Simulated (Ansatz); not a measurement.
**A computed series for hypothetical P6_3/mmc HgI2: carrier doping**

The parent structure is HgI2 (space group P6_3/mmc, No. 194; a = 4.166 Å, c = 14.183 Å; a hypothetical phase, not in the database extracts checked).

Carriers are added at fixed cell with a uniform background; the Fermi–Dirac width is that of 300 K.

Levels (all Ansatz, an electronic-structure program, PAW, earlier PAW set): PBE-D3(BJ) (420 eV, scalar-relativistic without spin-orbit coupling); r2SCAN+rVV10 (500 eV, no SOC).

The base cell above is that of PBE-D3(BJ); each level relaxes its own structures.

```json
[
 {"case": "electrons 2.0×10^21 cm⁻³", "gap between the host's bands, PBE-D3(BJ)": "0.20 eV", "gap between the host's bands, r2SCAN+rVV10": "0.53 eV"},
 {"case": "electrons 3.0×10^21 cm⁻³", "gap between the host's bands, PBE-D3(BJ)": "0.13 eV", "gap between the host's bands, r2SCAN+rVV10": "0.46 eV"},
 {"case": "electrons 5.0×10^21 cm⁻³", "gap between the host's bands, PBE-D3(BJ)": "zero", "gap between the host's bands, r2SCAN+rVV10": "0.29 eV"},
 {"case": "holes 2.0×10^21 cm⁻³", "gap between the host's bands, PBE-D3(BJ)": "0.44 eV", "gap between the host's bands, r2SCAN+rVV10": "0.75 eV"},
 {"case": "holes 3.0×10^21 cm⁻³", "gap between the host's bands, PBE-D3(BJ)": "0.48 eV", "gap between the host's bands, r2SCAN+rVV10": "0.80 eV"},
 {"case": "holes 5.0×10^21 cm⁻³", "gap between the host's bands, PBE-D3(BJ)": "0.57 eV", "gap between the host's bands, r2SCAN+rVV10": "0.88 eV"}
]
```

PBE-D3(BJ) lies below r2SCAN+rVV10 in every row, by 0.29 eV to 0.33 eV. They put the cases in the same order.

Charged cell with a jellium background: band edges are those of the host's band count, energies are not comparable with the neutral cell, and many-body gap narrowing is missing. Spin-orbit coupling, missing from the scalar runs, can matter with Hg and I. No phonon test of stability was made. All final runs are without spin polarisation.
